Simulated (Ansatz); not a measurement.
Band structure of NiB2W2 (Immm, 5 atoms in the cell).

```xyz
5
Lattice="-1.5713 2.2384 3.4784 1.5713 -2.2384 3.4784 1.5713 2.2384 -3.4784" Properties=species:S:1:pos:R:3 pbc="T T T"
Ni     0.0000     0.0000     0.0000
B      0.0000     0.9124     3.4784
B      1.5713     1.3260     0.0000
W      0.0000     2.2384     1.3955
W      1.5713     0.0000     2.0829
```

Computed with LDA (PW92), PAW files made with PBE (plane waves; Ansatz, a program for electronic structure).

Settings: kpoints.mp_grid.grid = 8 8 8; hamiltonian.xc = lda; hamiltonian.pseudopotentials = {kind: paw} (the program's default PAW files); scf.occupations.method = fermi_dirac; scf.occupations.width = 0.1 eV; kpoints.band_path.npoints = 8.

The starting cell comes from a database of computed structures (which also holds hypothetical and non-ambient phases and stackings), without a prior relaxation at this level. Its lattice was rescaled by a random factor within 2.5 % of one. Spin-orbit coupling is off. Spin polarisation is off.

Levels in eV from the Fermi level, bands 23 to 30:
| point | 23 | 24 | 25 | 26 | 27 | 28 | 29 | 30 |
|---|---|---|---|---|---|---|---|---|
| Γ | -2.96 | -1.77 | -1.37 | -0.46 | 1.97 | 2.48 | 3.17 | 3.84 |
| X | -2.31 | -1.96 | -1.72 | -0.70 | 1.48 | 1.82 | 2.26 | 2.87 |
| L | -2.65 | -2.16 | -1.76 | -0.46 | 1.19 | 1.86 | 2.20 | 2.85 |
| T | -2.37 | -1.89 | -1.68 | -0.09 | 1.63 | 1.64 | 2.04 | 2.86 |
| W | -2.35 | -1.59 | -1.55 | -0.06 | 0.40 | 0.64 | 2.21 | 2.68 |
| R | -2.62 | -2.01 | -1.98 | -1.09 | 2.14 | 2.25 | 3.04 | 4.29 |
| X1 | -2.31 | -1.96 | -1.72 | -0.70 | 1.48 | 1.82 | 2.26 | 2.87 |
| Z | -2.31 | -1.51 | -1.20 | -0.86 | 0.04 | 0.51 | 1.52 | 1.58 |
| Y | -2.51 | -1.84 | -1.25 | -1.24 | 0.40 | 0.58 | 1.38 | 1.72 |
| S | -2.78 | -2.32 | -1.02 | -0.04 | 0.35 | 1.52 | 1.55 | 1.77 |

Bands cross the Fermi level along this path, so the cell is metallic at this level.

Keys are those of Ansatz 0.2.
